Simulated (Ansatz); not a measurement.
Given:

```yaml
crystal:
  lattice:
    - [2.21748, 0.00000, 0.00000]
    - [-1.10874, 1.92040, 0.00000]
    - [0.00000, 0.00000, 3.49508]
  atoms:
    - { symbol: Be, position: [0.66667, 0.33333, 0.75000] }
    - { symbol: Be, position: [0.33333, 0.66667, 0.25000] }
```

No spin polarisation.

Method: DFT with PBE, PAW potentials and a 420 eV plane-wave cutoff in Ansatz (a first-principles code), spin-orbit coupling left out. Γ-centred 29×29×16 mesh, Fermi–Dirac width 0.1 eV.

Problem. What is the computed pressure (mean of the normal stresses, compression positive)?

Solution. 8.3 GPa.

Problem. What band gap does the calculation give?

Solution. Zero.

Problem. What space group does the calculation give?

Solution. P6_3/mmc (No. 194).

The cells carry an imposed strain or load. Whether these cells are dynamically stable was not tested. The cell was made from Be in the hcp (Mg type) structure (space group P6_3/mmc, No. 194) by this change: isotropic strain −2.00 %.
